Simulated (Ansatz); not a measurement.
## AlHO2: response to strain

The reference is AlHO₂ (space group Pnnm, No. 58; a = 4.160 Å, b = 4.694 Å, c = 2.840 Å; a cell from a computed database, its experimental status unchecked). Axes: x, y, z lie along a, b, c of the conventional cell.

Strains are applied to the cell and any free atomic positions relax; under biaxial strain the out-of-plane vector relaxes too.

All numbers come from DFT with PBEsol, PAW potentials and a 420 eV plane-wave cutoff in Ansatz (a program for electronic structure), no SOC.

Notes on the quantities. in-plane stress: mean in-plane stress (compression positive).

| case | band gap | volume per atom | in-plane stress |
|---|---|---|---|
| base | 6.08 eV | 6.93 Å³ | – |
| biaxial strain −2.07 %, plane normal [001], relaxed out of plane | 6.31 eV | 6.72 Å³ | +11.5 GPa |
| biaxial strain +0.60 %, plane normal [001], relaxed out of plane | 6.01 eV | 7.00 Å³ | -3.0 GPa |
| biaxial strain +2.21 %, plane normal [001], relaxed out of plane | 5.71 eV | 7.17 Å³ | -10.2 GPa |
| uniaxial strain ε_yy = +0.87 % | 5.96 eV | 6.99 Å³ | – |

Whether these cells are dynamically stable was not tested.
